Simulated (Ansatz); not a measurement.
## How far PBE and PBEsol part for hypothetical zinc blende KCl

Start from KCl in the zinc blende structure (space group F-43m, No. 216; a = 7.069 Å; a hypothetical phase, not in the database extracts checked).

(Cell as relaxed with PBE.)

Levels (all Ansatz, a quantum-chemistry and plane-wave program, PAW): PBE (420 eV, no spin-orbit coupling); PBEsol (420 eV, no SOC).

Each level relaxes its own structure.

| quantity | PBE | PBEsol |
|---|---|---|
| volume per atom | 44.15 Å³ | 41.99 Å³ |
| lattice parameter a | 7.069 Å | 6.952 Å |
| band gap | 4.73 eV | 4.84 eV |
| gap character | indirect, X → Γ | indirect, X → Γ |
| electron mass | 0.55 mₑ | 0.54 mₑ |

PBE's volume per atom lies 2.16 Å³ above PBEsol's (5.1 %); PBE's lattice parameter a lies 0.117 Å above PBEsol's (1.7 %); PBE's band gap lies 0.116 eV below PBEsol's; the two agree on the gap character. Neither level is exact; PBEsol is the comparison here, not a measurement.

Effective masses come from finite differences of ±0.01 Å⁻¹. Stability against distortions was not tested.
